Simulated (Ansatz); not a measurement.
Consider MoP (space group P-6m2, No. 187; a = 3.2076 Å, c = 3.1727 Å; relaxed with 0.1 eV smearing).

Calculations: Ansatz (a program for electronic structure), PBEsol, PAW, cutoff 420 eV, scalar-relativistic without spin-orbit coupling.

Before the change:

Pressure: 0.0 GPa

The change: an isotropic linear strain of +3.43 %; the atoms relax in the strained cell.

Question: How does this affect the energy relative to the base?

Answer: The energy rises by 101 meV/atom.

Question: How does this affect the pressure?

Answer: The pressure (mean of the normal stresses, compression positive) goes from zero to -19.5 GPa.

Whether these cells are dynamically stable was not tested. The final runs are not spin-polarised. An odd electron count without spin: MoP.
